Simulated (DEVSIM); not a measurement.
Device: Schottky contact on p-type Si, at 500 K.

```tsv
layer (left to right)	material	thickness (μm)	Na (cm⁻³)	τn (s)	τp (s)
1	Si	5.90	4.3e16	5.5e-6	5.5e-6
```

Left contact: Schottky, work function 4.664 eV, emission velocity 3.7e6 cm/s. Right contact: ohmic. Voltage is applied to the left contact. Recombination: SRH at mid-gap. Mobility is constant in doping.

Constants are typed, rounded textbook-type inputs, not results; the design itself was drawn at random and stands for no fabricated device. Values at 300 K; Nc and Nv go as T^1.5, mobilities as T to minus their exponent, the gap by Varshni's rule with the affinity fixed.

```
parameter               Si
----------------  --------
gap (eV)             1.124
affinity (eV)         4.05
permittivity          11.7
Nc (cm⁻³)          2.86e19
Nv (cm⁻³)           3.1e19
μn (cm²/Vs)           1417
μp (cm²/Vs)            470
T exponent of μn       2.3
T exponent of μp       2.2
Varshni α (eV/K)  0.000473
Varshni β (K)          636
```

DEVSIM, 1D drift-diffusion, Boltzmann statistics, complete ionisation; no tunnelling, impact ionisation, image-force lowering or self-heating. Metal contacts follow the ideal Schottky-Mott rule: no Fermi-level pinning, no interface dipoles.

Task: Tabulate band edges, carrier densities and field at -1.15 V on the left contact.

Result: Energies count from the Fermi level of the right contact; mesh points crowd at the junctions.

| x (μm) | Ec (eV) | Ev (eV) | n (cm⁻³) | p (cm⁻³) | field (V/cm) |
|---|---|---|---|---|---|
| 0.000 | 1.764 | 0.699 | 3.8e13 | 5.2e15 | 21000 |
| 0.01208 | 1.786 | 0.720 | 2.3e13 | 1.1e16 | 15000 |
| 0.03243 | 1.807 | 0.742 | 1.3e13 | 2.3e16 | 6900 |
| 0.06070 | 1.817 | 0.752 | 9.5e12 | 3.5e16 | 1200 |
| 0.1254 | 1.812 | 0.747 | 8.2e12 | 4.2e16 | -1600 |
| 0.2001 | 1.799 | 0.734 | 8.1e12 | 4.3e16 | -1800 |
| 0.3260 | 1.776 | 0.711 | 8.1e12 | 4.3e16 | -1800 |
| 0.5685 | 1.731 | 0.666 | 8.1e12 | 4.3e16 | -1800 |
| 0.9010 | 1.670 | 0.605 | 8.1e12 | 4.3e16 | -1800 |
| 1.363 | 1.585 | 0.520 | 8.1e12 | 4.3e16 | -1800 |
| 2.055 | 1.457 | 0.392 | 8.1e12 | 4.3e16 | -1800 |
| 3.495 | 1.192 | 0.127 | 8.1e12 | 4.3e16 | -1800 |
| 4.368 | 1.031 | -0.034 | 8.1e12 | 4.3e16 | -1800 |
| 4.886 | 0.936 | -0.130 | 8.0e12 | 4.3e16 | -1800 |
| 5.335 | 0.853 | -0.212 | 7.5e12 | 4.3e16 | -1800 |
| 5.531 | 0.817 | -0.249 | 6.8e12 | 4.3e16 | -1800 |
| 5.662 | 0.793 | -0.273 | 5.8e12 | 4.3e16 | -1800 |
| 5.756 | 0.775 | -0.290 | 4.7e12 | 4.3e16 | -1800 |
| 5.829 | 0.762 | -0.303 | 3.4e12 | 4.3e16 | -1800 |
| 5.861 | 0.756 | -0.309 | 2.7e12 | 4.3e16 | -1800 |
| 5.882 | 0.752 | -0.313 | 2.2e12 | 4.3e16 | -1800 |
| 5.900 | 0.749 | -0.317 | 1.7e12 | 4.3e16 | -1800 |
